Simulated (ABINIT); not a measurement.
Parameter sweep on LiNiP (P4/nmm, 6 atoms in the cell)

```
LiNiP
1.0
    3.77625     0.00000     0.00000
    0.00000     3.77625     0.00000
    0.00000     0.00000     5.86069
Li Ni P
2 2 2
Direct
  0.00000   0.50000   0.33704
  0.50000   0.00000   0.66296
  0.00000   0.00000   0.00000
  0.50000   0.50000   0.00000
  0.00000   0.50000   0.78045
  0.50000   0.00000   0.21955
```

Base run A: PBEsol, norm-conserving pseudopotentials (PseudoDojo nc-sr-04 PBEsol standard) run with ABINIT, self-consistent single point.

Its settings: pseudos = [Li.upf, Ni.upf, P.upf]; ecut = 49 Ha; occopt = 3; tsmear = 0.00499791 Ha; ngkpt = 5 5 3; nshiftk = 1; shiftk = 0 0 0; potentials = PseudoDojo nc-sr-04 PBEsol standard; nband = 34; kptopt = 1; nstep = 60; toldfe = 1e-09 Ha.

The starting cell comes from a database of computed structures (which also holds hypothetical and non-ambient phases and stackings), without a prior relaxation at this level. Its lattice was rescaled by a random factor within 2.5 % of one. Spin polarisation is off, so a magnetic state, if there is one, cannot be reached. In the base run, with a pressure of about -6 GPa the cell is away from its equilibrium volume at this level. Without a gap this mesh is coarse (it stands for a supercell whose shortest vector is 18 Å).

ΔF is the free energy per atom less that of run A. 

Run A gave: pressure (GPa) -6.11; largest force (eV/Å) 0.526; TS (meV/atom) 40.7.

Runs:
- B: tsmear = 7.35e-05 Ha
- C: tsmear = 0.00036749 Ha
- D: tsmear = 0.00091873 Ha
- E: tsmear = 0.00183747 Ha
- F: tsmear = 0.00367493 Ha
- G: tsmear = 0.0055124 Ha
- H: tsmear = 0.00734986 Ha
- I: tsmear = 0.0110248 Ha
- J: tsmear = 0.0183747 Ha
- K: tsmear = 0.0293995 Ha

### Question
What does run K change against A?

### Answer
The free energy goes down by 520 meV/atom, the pressure goes from -6.11 to -0.06 GPa and the largest force goes from 0.526 to 0.350 eV/Å.

### Question
What does run F change against A?

### Answer
The free energy rises by 9.5 meV/atom, the pressure goes from -6.11 to -6.25 GPa and the largest force goes from 0.526 to 0.565 eV/Å.

```tsv
run	ΔF (meV/atom)	pressure (GPa)	largest force (eV/Å)	TS (meV/atom)
A	0.00	-6.11	0.526	40.7
B	20.8	-6.49	0.659	0.0
C	20.6	-6.48	0.656	0.4
D	19.8	-6.47	0.652	1.4
E	17.8	-6.41	0.628	5.4
F	9.5	-6.25	0.565	22.5
G	-4.4	-6.05	0.513	48.8
H	-22.8	-5.82	0.472	82.2
I	-71.4	-5.26	0.389	167.2
J	-210.4	-3.61	0.145	415.7
K	-520.1	-0.06	0.350	985.1
```
